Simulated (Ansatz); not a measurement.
The starting structures come from a database of crystals and need not be the phases stable at ambient conditions.

Where the default PAW files enter, the runs use the earlier of Ansatz's two default sets.

## Evanescent states of BeTe (F-43m, zinc blende, not sure to be the ambient phase, 2 atoms a cell, 22.7 Å³ an atom) along the normal of (110)

All values below come from r2SCAN (plane waves, PAW; Ansatz, an electronic-structure program).

The gap is the functional's own. No spin-orbit coupling. Mid-gap values are those at the computed energy nearest the middle.

Energies count from the valence-band top; κ is the least over a 8×6 mesh across the current.

```
E (eV)  κ (1/Å)  where
------  -------  -----
0.06      0.046      Γ
0.18      0.078      Γ
0.30      0.099      Γ
0.42      0.115      Γ
0.54      0.128      Γ
0.66      0.139      Γ
0.78      0.148      Γ
0.90      0.156      Γ
1.02      0.162      Γ
1.14      0.168      Γ
1.26      0.172      Γ
1.38      0.176      Γ
1.50      0.179      Γ
1.62      0.177      Γ
1.74      0.167      Γ
1.86      0.154      Γ
1.98      0.140      Γ
2.10      0.121      Γ
2.22      0.096      Γ
2.34      0.053      Γ
```

Problem. How thick must the barrier be to attenuate the transmission by 10^8 when the electrodes' Fermi level lies at 0.18 eV, and what attenuation does that film give at 0.30 eV?

Solution. d = 8 ln 10 / (2 × 0.078) = 118.1 Å. At 0.30 eV it gives 8 × 0.099/0.078 = 10.2 decades.
